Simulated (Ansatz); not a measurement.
Band structure of La (P6_3/mmc, 4 atoms in the cell).

```
La
1.0
    1.88500    -3.26492     0.00000
    1.88500     3.26492     0.00000
    0.00000     0.00000    12.16000
La
4
Cartesian
  0.00000   0.00000   6.08000
  0.00000   0.00000   0.00000
  1.88500   1.08831   3.04000
  1.88500  -1.08831   9.12000
```

Level of theory: PBE (plane waves, PAW; Ansatz, an electronic-structure program).

Settings: kpoints.mp_grid.grid = 7 7 2; hamiltonian.xc = pbe; hamiltonian.pseudopotentials = {kind: paw} (the program's default PAW files); scf.occupations.method = fermi_dirac; scf.occupations.width = 0.0073 Ry; kpoints.band_path.npoints = 8.

The starting cell has typed, rounded lattice constants, without a prior relaxation at this level.

Levels in eV from the Fermi level, bands 19 to 26:
```tsv
point	19	20	21	22	23	24	25	26
Γ	-1.88	-1.73	0.50	0.62	1.23	1.24	1.27	1.27
M	-1.51	-1.04	-0.64	-0.28	-0.18	0.43	0.93	1.22
K	-0.63	-0.48	-0.48	0.04	0.20	0.20	0.84	0.93
A	-1.67	-1.67	0.78	0.78	1.19	1.19	1.32	1.32
L	-1.37	-1.37	-1.03	-1.03	0.65	0.65	1.22	1.22
H	-0.34	-0.34	-0.01	-0.01	0.00	0.00	0.87	0.87
```

Bands cross the Fermi level along this path, so the cell is metallic at this level.

Keys are those of Ansatz 0.2.
